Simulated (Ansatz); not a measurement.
Related cells compared by their band gap.

Cell A: GaAs (zinc blende, F-43m), 2 atoms in the cell, k-point mesh 10×10×10 on the run's own vectors.
```
GaAs
1.0
    0.00000     2.87341     2.87341
    2.87341     0.00000     2.87341
    2.87341     2.87341     0.00000
Ga As
1 1
Direct
  0.00000   0.00000   0.00000
  0.25000   0.25000   0.25000
```

Cell B: ZnSe (zinc blende, F-43m), 2 atoms in the cell, k-point mesh 10×10×10 on the run's own vectors.
```
ZnSe
1.0
    0.00000     2.86590     2.86590
    2.86590     0.00000     2.86590
    2.86590     2.86590     0.00000
Zn Se
1 1
Direct
  0.00000   0.00000   0.00000
  0.75000   0.75000   0.75000
```

All numbers come from Ansatz (an electronic-structure program), plane waves with PAW, its PAW set soft_1, cutoff 500 eV. The structures are at rest with PBE; other levels are single points on them. Neutral cells; Fermi-Dirac smearing of at most 0.05 eV in the solids, energies taken to zero width. The lattices are those relaxed with PBE, so at other levels the solids can be strained. Spin-orbit coupling is left out. A dispersion term ran beside these levels; it doesn't touch the electrons. Gaps are highest filled to lowest empty Kohn-Sham level on the run's k-point mesh, states of defects and surfaces included; edges off the mesh make the true gap smaller, and under 0.08 eV counts as none.

Question: Give the band gap (eV) at the level r2SCAN, cell by cell.

Answer: 
```json
[
 {"system": "A", "r2SCAN": "0.63 (direct)"},
 {"system": "B", "r2SCAN": "1.72 (direct)"}
]
```

With r2SCAN the value of B exceeds that of A by 1.09 eV.
